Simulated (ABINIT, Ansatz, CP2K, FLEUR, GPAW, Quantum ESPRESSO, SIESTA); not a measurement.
**BaSr3 (Fm-3m, 4 atoms in the cell) computed with different codes at matched settings**

Self-consistent single point, at a second geometry (lattice scaled by 0.98). First geometry:

```
BaSr3
1.0
    0.00000     4.83359     4.83359
    4.83359     0.00000     4.83359
    4.83359     4.83359     0.00000
Ba Sr
1 3
Direct
  0.00000   0.00000   0.00000
  0.25000   0.25000   0.25000
  0.75000   0.75000   0.75000
  0.50000   0.50000   0.50000
```

Shared settings, as Ansatz (an electronic-structure program) writes them: kpoints.mp_grid.grid = 8 8 8; scf.occupations.method = fermi_dirac; scf.occupations.width = 0.1 eV. Potentials and cutoffs stand in the table.

```json
[
 {"code": "FLEUR", "model": "PBEsol, all-electron FLAPW (FLEUR), scalar-relativistic valence", "ΔF from the first geometry (meV/atom)": "-6.7", "pressure (GPa)": "–", "cutoff": "Kmax 3.8 1/bohr"},
 {"code": "Ansatz", "model": "PBEsol, PAW files made with PBE", "ΔF from the first geometry (meV/atom)": "-6.8", "pressure (GPa)": "0.00", "cutoff": "420 eV"},
 {"code": "Quantum ESPRESSO", "model": "PBEsol, PseudoDojo standard norm-conserving (PBESOL) pseudopotentials", "ΔF from the first geometry (meV/atom)": "-6.8", "pressure (GPa)": "0.00", "cutoff": "70 Ry"},
 {"code": "GPAW", "model": "PBEsol, GPAW PAW datasets PBEsol (made by gpaw-setup)", "ΔF from the first geometry (meV/atom)": "-5.3", "pressure (GPa)": "0.04", "cutoff": "550 eV"},
 {"code": "ABINIT", "model": "PBEsol, norm-conserving pseudopotentials (PseudoDojo nc-sr-04 PBEsol standard)", "ΔF from the first geometry (meV/atom)": "-6.8", "pressure (GPa)": "-0.01", "cutoff": "34 Ha"},
 {"code": "SIESTA", "model": "GGA PBEsol, numerical atomic orbitals DZP, PseudoDojo PBEsol standard norm-conserving potentials (rewritten from UPF to PSML)", "ΔF from the first geometry (meV/atom)": "103.9", "pressure (GPa)": "6.02", "cutoff": "grid 400 Ry"},
 {"code": "CP2K", "model": "PBEsol, GPW, DZVP-MOLOPT-SR-GTH basis, GTH-PBE potentials (GTH_POTENTIALS)", "ΔF from the first geometry (meV/atom)": "11.6", "pressure (GPa)": "0.97", "cutoff": "grid 500 Ry"}
]
```

A dash marks a value that a program does not give, or that is left out as unsure.

The spread over the programs that give each value: ΔF from the first geometry within 110.7 meV/atom; pressure within 6.03 GPa.

SIESTA and CP2K use small atom-centred bases, whose incompleteness enters pressures, forces and empty levels differently from a plane-wave cutoff. FLEUR treats all electrons, but the usual bases taken here (sphere radii, linearisation, local orbitals, empty states) were not tested for convergence, so the values are no reference for the others. Ansatz's pressure is given at a fixed set of plane waves, as the other plane-wave codes print theirs. In the pressure, SIESTA (by 6.02) lies more than 1 GPa from the median of the plane-wave programs.

The starting cell comes from a database of computed structures (which also holds hypothetical and non-ambient phases and stackings), without a prior relaxation at this level. Its lattice was rescaled by a random factor within 2.5 % of one. For this run, on top of that: lattice scaled by 0.98.

Keys are those of Ansatz 0.2.
